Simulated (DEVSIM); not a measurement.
Device: illuminated Si n-on-p cell, one wavelength, at 300 K.

```tsv
layer (left to right)	material	thickness (μm)	Nd (cm⁻³)	Na (cm⁻³)	τn (s)	τp (s)	absorption coefficient (cm⁻¹)
1	Si	0.600	3.1e18	-	1e-6	9.8e-7	630
2	Si	79.0	-	2.1e17	1.2e-6	1.2e-6	630
```

Left contact: ohmic, minority hole recombination velocity 2e6 cm/s. Right contact: ohmic, minority electron recombination velocity 100 cm/s. Voltage is applied to the left contact. Recombination: SRH at mid-gap, radiative, Auger. Gap narrowing is on: ΔEg = 6.92 meV × (l + √(l² + 0.5)), l = ln(N/1.3e17 cm⁻³), shared equally by both band edges. Light enters at the left, 4e16 photons cm⁻² s⁻¹, one pass, no reflection. Mobility is constant in doping.

Constants are typed, rounded textbook-type inputs, not results; the design itself was drawn at random and stands for no fabricated device. Values at 300 K.

| parameter | Si |
|---|---|
| gap (eV) | 1.124 |
| affinity (eV) | 4.05 |
| permittivity | 11.7 |
| Nc (cm⁻³) | 2.86e19 |
| Nv (cm⁻³) | 3.1e19 |
| μn (cm²/Vs) | 1417 |
| μp (cm²/Vs) | 470 |
| B (cm³/s) | 4.7e-15 |
| Cn (cm⁶/s) | 2.8e-31 |
| Cp (cm⁶/s) | 9.9e-32 |

DEVSIM, 1D drift-diffusion, Boltzmann statistics, complete ionisation; no tunnelling, impact ionisation, image-force lowering or self-heating.

The minority lifetime in layer 2 was swept, all else fixed.

```json
[
 {"minority lifetime in layer 2 (s)": "3.6e-8", "fill factor": "0.80", "short-circuit current (mA/cm²)": "2.74", "dark forward voltage at 1 A/cm² (V)": "0.655", "dark forward voltage at 100 A/cm² (V)": "0.823"},
 {"minority lifetime in layer 2 (s)": "1.2e-7", "fill factor": "0.80", "short-circuit current (mA/cm²)": "?", "dark forward voltage at 1 A/cm² (V)": "0.660", "dark forward voltage at 100 A/cm² (V)": "0.825"},
 {"minority lifetime in layer 2 (s)": "3.6e-7", "fill factor": "0.81", "short-circuit current (mA/cm²)": "4.50", "dark forward voltage at 1 A/cm² (V)": "0.663", "dark forward voltage at 100 A/cm² (V)": "0.826"},
 {"minority lifetime in layer 2 (s)": "1.2e-6", "fill factor": "0.81", "short-circuit current (mA/cm²)": "5.34", "dark forward voltage at 1 A/cm² (V)": "0.666", "dark forward voltage at 100 A/cm² (V)": "0.828"},
 {"minority lifetime in layer 2 (s)": "3.6e-6", "fill factor": "0.81", "short-circuit current (mA/cm²)": "5.85", "dark forward voltage at 1 A/cm² (V)": "0.667", "dark forward voltage at 100 A/cm² (V)": "0.829"},
 {"minority lifetime in layer 2 (s)": "1.2e-5", "fill factor": "0.81", "short-circuit current (mA/cm²)": "6.10", "dark forward voltage at 1 A/cm² (V)": "0.668", "dark forward voltage at 100 A/cm² (V)": "0.830"},
 {"minority lifetime in layer 2 (s)": "3.6e-5", "fill factor": "0.81", "short-circuit current (mA/cm²)": "6.18", "dark forward voltage at 1 A/cm² (V)": "0.668", "dark forward voltage at 100 A/cm² (V)": "0.831"}
]
```

Problem. Some entries are withheld; supply them.

Solution. 
- 1.2e-7, short-circuit current (mA/cm²): 3.66
